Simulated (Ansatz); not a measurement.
Base system: CaF2 in the rutile structure (space group P4_2/mnm, No. 136; a = 5.238 Å, c = 3.584 Å; a hypothetical phase, not in the database extracts checked). Axes: x, y, z lie along a, b, c of the conventional cell.

(Cell as relaxed with PBE.)

Levels (all Ansatz, a program for electronic structure, PAW): PBE (420 eV, no spin-orbit coupling); PBEsol (420 eV, no spin-orbit coupling).

Each level relaxes its own structure.

| base | PBE | PBEsol |
|---|---|---|
| volume per atom | 16.39 Å³ | 15.68 Å³ |
| lattice parameter a | 5.238 Å | 5.155 Å |
| band gap | 6.77 eV | 6.83 eV |

Perturbation: biaxial strain −4.74 %, plane normal [001], relaxed out of plane (Cartesian); in-plane vectors clamped, the third vector and the atoms free.

```tsv
quantity	PBE	PBEsol
pressure (mean of the normal stresses, compression positive)	34.1 kbar	35.9 kbar
gap character	direct at Γ	direct at Γ
band gap	6.83 eV	6.84 eV
```

PBE's pressure lies 1.8 kbar below PBEsol's; PBE's band gap lies 0.01 eV below PBEsol's; the two agree on the gap character. Neither level is exact; PBEsol is the comparison here, not a measurement.

No phonon test of stability was made.
